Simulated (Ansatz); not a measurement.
The starting structures come from a database of crystals and need not be the phases stable at ambient conditions.

Inside the gap of an insulator the Bloch states are evanescent, with a wavenumber k + iκ along the transport direction.

Data:

```
CELL_PARAMETERS angstrom
      5.86861     0.00000     0.00000
      0.00000     6.46355     0.00000
      2.93431     0.00000     5.08237
ATOMIC_POSITIONS crystal
  W  0.50195 0.33333 0.00000
  W  0.49805 0.00000 0.50195
  W  0.00000 0.66667 0.49805
  N  0.21542 0.50261 0.20834
  N  0.57624 0.16928 0.21542
  N  0.20834 0.83594 0.57624
  N  0.79166 0.49739 0.78458
  N  0.78458 0.83072 0.42376
  N  0.42376 0.16406 0.79166
```

Space group of this cell: P3_121. The cell is taken as given; by PBEsol its mean pressure is -4.1 GPa.

Transport runs along the normal of the first two printed cell vectors, the (100) plane of the conventional cell.

The gap is the functional's own. No spin-orbit coupling. Mid-gap values are interpolated on the energy grid.

Problem. Predict the band gap and the smallest decay constant κ at mid-gap from Ansatz (an electronic-structure program) with PBEsol.

Solution. Gap 0.81 eV on a 6×6×6 mesh; κ = 0.121 1/Å, at the zone centre.
